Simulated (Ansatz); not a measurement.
Structures of equal composition on the (111)B surface of 3C silicon carbide (C plane on top): (√3x√3)R30° Al adatom at H3; (√3x√3)R30° Al adatom at T4. The slabs share one bottom face, and each structure is named by its start. These are constructed structures in small cells; real faces may alloy, dewet or reconstruct in larger ones, and not all known structures of the face are among them. Slabs of about 11 Å with all that they carry, Fermi-Dirac smearing of 0.025 eV. Bottom of the slabs: H caps. Relaxed from the named starts with such symmetry as they have, on meshes of like density; energies extrapolated to zero smearing; no spin-orbit coupling, no U. Spin-polarised runs, if any, are marked in brackets, and their order is one that fits the cell; the others ran without spin. Where a second, spin-polarised start was run, the lower counts.

Host crystal: 3C silicon carbide, with a band gap (PBE, scalar-relativistic without spin-orbit coupling).

Level of theory: PBE (plane waves to 420 eV, PAW; Ansatz, a program for electronic structure).

Problem. Rank these by energy per 1x1 cell (lowest first), as PBE gives it.

Solution. (√3x√3)R30° Al adatom at H3 (0.000 eV, gap 1.50 eV on the mesh), (√3x√3)R30° Al adatom at T4 (0.267 eV, gap 0.91 eV on the mesh)
